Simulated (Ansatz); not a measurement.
The parent structure is Ru in the hcp (Mg type) structure (space group P6_3/mmc, No. 194; a = 2.691 Å, c = 4.249 Å; relaxed with 0.1 eV smearing).

The values are results of PBEsol (Ansatz, a program for electronic structure; PAW; 420 eV plane waves; scalar-relativistic without spin-orbit coupling), not measurements.

Before the change:

- Pressure: 0.0 GPa
- Band gap: zero

Modification: every lattice vector is stretched by 0.50 %; the atoms relax in the strained cell.

Q: What happens to the energy relative to the base, pressure and band gap?

A: The energy grows by 3.2 meV/atom; the pressure (mean of the normal stresses, compression positive) goes from zero to -5.0 GPa; the band gap is still zero.

Stability against distortions was not tested. The final runs are not spin-polarised.
